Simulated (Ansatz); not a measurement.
The starting structures come from a database of crystals and need not be the phases stable at ambient conditions.

Tunnelling through a barrier is set by its complex band structure: the current falls as exp(−2κd) with the smallest κ.

Consider the following.

```
Ba2ZrO4
1.0
    4.20354     0.00000     0.00000
    0.00000    13.55664     0.00000
    2.10177     6.77832     2.10177
Ba Zr O
2 1 4
Direct
  0.00000   0.35283   0.00000
  0.00000   0.64717   0.00000
  0.00000   0.00000   0.00000
  0.00000   0.15638   0.00000
  0.00000   0.84362   0.00000
  0.50000   0.00000   0.00000
  0.50000   0.50000   0.00000
```

Space group of this cell: I4/mmm. The cell is taken as given; by PBEsol its mean pressure is -3.5 GPa.

Transport runs along the normal of the first two printed cell vectors, the (100) plane of the conventional cell.

The gap is the functional's own, uncorrected, and κ follows it; spin-orbit coupling is left out. Mid-gap values are interpolated between the computed energies.

Task: Predict the band gap and the smallest decay constant κ at mid-gap from Ansatz (a quantum-chemistry and plane-wave program) with PBEsol.

Result: Gap 3.05 eV on a 14×14×14 mesh; κ = 0.288 1/Å, at the zone centre.
